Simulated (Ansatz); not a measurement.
# Competing hops of N vacancy in wurtzite AlN with all lengths changed by +1 %, charge state +1

Defect: N vacancy in wurtzite AlN with all lengths changed by +1 %, charge state +1. The numbers are results of PBE, PAW (plane waves to 420 eV; Ansatz, a program for electronic structure), not measurements.

Settings: 72 host sites, the strained lattice (strain from the relaxed PBE one, atoms relaxed), a 2×2×2 k-point mesh shifted by half a step along c, smearing 0.01 eV, spin-restricted, no image-charge correction. Static, classical nuclei. The charge state is imposed; whether it is stable for some Fermi level was not computed. Forms of the defect that were not tried may lie lower.

| Route | Start site over the lowest site run (eV) | Hop (Å) | Forward barrier (eV) | Backward barrier (eV) | Neighbours at the start | Neighbours at the saddle | Saddle order |
|---|---|---|---|---|---|---|---|
| a nearby N atom hops onto the vacant site | 0.00 | 3.15 | 4.26 | 4.26 | Al at 1.90, Al at 1.92, 2 Al at 1.93 Å | Al at 1.79, Al at 2.18, Al at 2.19, 2 Al at 2.28 Å | not checked, on a symmetry element |
| a nearby N atom hops onto the vacant site | 0.00 | 3.11 | 4.31 | 4.31 | Al at 1.91, Al at 1.92, 2 Al at 1.94 Å | Al at 1.76, Al at 1.86 Å | not checked, on a symmetry element |

Paths come from climbing-image nudged elastic band runs.  A band can be held on a symmetry element, so unchecked saddle points there may be too high.
